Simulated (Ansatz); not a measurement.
We consider Ag3SI (R3, No. 146, 5 atoms in the cell; start mp-22995), described by PBEsol in Ansatz (plane waves, PAW).

Settings: plane-wave cutoff 520 eV, 8×8×8 k mesh, Fermi–Dirac smearing 0.01 eV, no spin polarisation, scalar-relativistic PAW data made under PBE.

Cell (relaxed at this level):

```yaml
crystal:
  lattice:
    - [3.40363, 1.96509, 2.75980]
    - [-3.40363, 1.96509, 2.75980]
    - [0.00000, -3.93017, 2.75980]
  atoms:
    - { symbol: Ag, position: [0.03757, 0.37314, 0.51858] }
    - { symbol: Ag, position: [0.51858, 0.03757, 0.37314] }
    - { symbol: Ag, position: [0.37314, 0.51858, 0.03757] }
    - { symbol: S, position: [0.54464, 0.54464, 0.54464] }
    - { symbol: I, position: [0.99004, 0.99004, 0.99004] }
```

Q: Predict the band gap and smallest direct gap on the k points sampled.

A: 
band gap: 0.53 eV
smallest direct gap on the k points sampled: 0.86 eV

Spin–orbit coupling is not included.

Computed values are for the static lattice.

A start named mp-… is a Materials Project structure, which need not be a measured phase.

Ansatz is an electronic-structure program.
